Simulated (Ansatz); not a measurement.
Abridged Ansatz (a program for electronic structure) output:

```
Relaxation: its limit of steps is 50 (relax.max_steps)
Pseudopotential: Hf, paw, valence charge 26
Pseudopotential: O, paw, valence charge 6
Crystal: 3 atoms, lattice volume = 30.482 Å³
Basis set: ecut = 500 eV, 749 PW (Γ), exchange–correlation on 108×108×108 points (64 copies of the dense FFT grid, shifted against one another)
Bands: 23, of which v1, the nominal top of the filled ones, is band 19 counted from 1 (18 counted from 0)
Symmetry: 48 space group operations
k-points: 56 of 1331
Functional: x = r2scan, c = r2scan; τ floored in thin density (d = 2e-4 eV/Å³)
SCF iter   1: F=—  HF=-16876.975907 eV  |F-HF|=—  |Δ(HF+E_count)|=         —  Δρ=9.27e-2  dr2=1.94e0  dr2_τ=2.23e-1  ethr=3.10e-3  ⟨swp⟩=4.9  Hψ=4955  notcnv=0
SCF iter   2: F=—  HF=-16876.773331 eV  |F-HF|=—  |Δ(HF+E_count)|=   2.03e-1  Δρ=3.42e-2  dr2=2.16e-1  dr2_τ=4.39e-2  ethr=3.10e-3  ⟨swp⟩=2.7  Hψ=3081  notcnv=0
SCF 1 converged in 9 iterations: F = -16876.812009 eV  dr2 = 1.75e-11
relax step   1: F+E_penalty+E_count = -16876.81200876 eV  Δ(F+E_penalty+E_count) = +0.000e0 eV  max|allowed force component| = 2.698e-18 eV/Å  Δτ_max = 0.0000 Å  (9 SCF iters, accepted)
Crystal: 3 atoms, lattice volume = 30.482 Å³
SCF iter   1: F=—  HF=-16876.812009 eV  |F-HF|=—  |Δ(HF+E_count)|=         —  Δρ=4.27e-7  dr2=1.75e-11  dr2_τ=1.56e-11  ethr=1.00e-12  ⟨swp⟩=1.8  Hψ=6189  notcnv=0
SCF iter   2: F=-16876.812009 eV  HF=-16876.812009 eV  |F-HF|=7.28e-12  |Δ(HF+E_count)|=  1.09e-11  Δρ=1.97e-7  dr2=5.08e-12  dr2_τ=2.14e-12  ethr=1.00e-12  ⟨swp⟩=4.4  Hψ=4696  notcnv=0
SCF 2 converged in 2 iterations: F = -16876.812009 eV  dr2 = 5.08e-12
SCF converged after 2 iterations
Free energy (F): -16876.812009 eV
Internal energy: -16876.812009 eV  (E = F + TS)
E sigma→0 (E₀):  -16876.812009 eV
Fermi energy:    18.018549 eV
--- Forces (eV/Å), atoms counted from 1 ---
  atom   1  Hf     0.00000000     0.00000000     0.00000000
  atom   2  O     -0.00000000    -0.00000000     0.00000000
  atom   3  O     -0.00000000    -0.00000000    -0.00000000
--- Stress (GPa, compression-positive) ---
       18.418193       0.000000      -0.000000
       -0.000000      18.418193       0.000000
       -0.000000      -0.000000      18.418193
  P = ⅓ Tr σ = 18.4182 GPa (184.182 kbar)
--- Relaxed structure (1 steps of the walk, 1 accepted, 0 SCFs on fresh bases) ---
  atoms:
    - { symbol: Hf, position: [0.0, 0.0, 0.0] }
    - { symbol: O, position: [0.25, 0.25, 0.25] }
    - { symbol: O, position: [0.7499999999999999, 0.7499999999999999, 0.7499999999999999] }
```

### Question
What was computed, and what are the main results?

### Answer
HfO2, 3 atoms in the cell, with r2SCAN, PAW, 500 eV (Ansatz; no spin-orbit coupling), earlier PAW set. The last SCF converged to F = -16876.812009 eV, or -5625.6040 eV per atom, at a pressure of 18.42 GPa. The total energy compares only with runs of the same code, potentials and settings.

Spin-orbit coupling, missing from the scalar runs, can matter with Hf. The cells carry an imposed strain or load. Whether these cells are dynamically stable was not tested. The cell was made from HfO$_{2}$ in the fluorite structure (space group Fm-3m, No. 225) by this change: isotropic strain −1.98 %. This is not the structure that HfO2 has at room temperature and ambient pressure.

Keys are those of Ansatz 0.2.
